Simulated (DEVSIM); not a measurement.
Device: abrupt Si p-n junction, at 300 K.

Layer 1 from the left is Si, thickness (μm) 40.0, Na (cm⁻³) 1.3e15, τn (s) 0.00011, τp (s) 0.00011. Layer 2 from the left is Si, thickness (μm) 8.90, Nd (cm⁻³) 3e14, τn (s) 0.00011, τp (s) 0.00011.

Left contact: ohmic. Right contact: ohmic. Voltage is applied to the left contact. Recombination: SRH at mid-gap, radiative, Auger. Mobility is μmin + (μ − μmin)/(1 + (N/Nref)^α).

Constants are typed, rounded textbook-type inputs, not results; the design itself was drawn at random and stands for no fabricated device. Values at 300 K.

Si: gap (eV) 1.124, affinity (eV) 4.05, permittivity 11.7, Nc (cm⁻³) 2.86e19, Nv (cm⁻³) 3.1e19, μn (cm²/Vs) 1417, μp (cm²/Vs) 470, μn,min 52, μp,min 45, Nref,n 9.7e16, Nref,p 2.2e17, αn 0.68, αp 0.72, B (cm³/s) 4.7e-15, Cn (cm⁶/s) 2.8e-31, Cp (cm⁶/s) 9.9e-32.

Task: Estimate by hand the built-in potential, the peak field at zero bias, the capacitance at -1.5 V, and compare with a numerical solution.

Result: 
- Built-in potential: ni = √(Nc Nv) exp(−Eg/2kT) = 1.08e10 cm⁻³ with Eg = 1.124 eV; Vbi = kT/q ln(Na Nd/ni²) = 0.567 V; numerical 0.567 V.
- Peak field at zero bias: depletion approximation: W = √(2εVbi/(qN)) = 1.73 μm with N = 2.44e14 cm⁻³; field = 2Vbi/W = 6540 V/cm; numerical 6240 V/cm (estimate above by 4.8 %).
- Capacitance at -1.5 V: C = √(qεN / 2(Vbi + |V|)) = 3.13 nF/cm²; numerical 3.17 nF/cm² (estimate below by 1.3 %).

Simulated with DEVSIM: 1D drift-diffusion, Boltzmann statistics, complete ionisation; no tunnelling, impact ionisation, image-force lowering or self-heating.
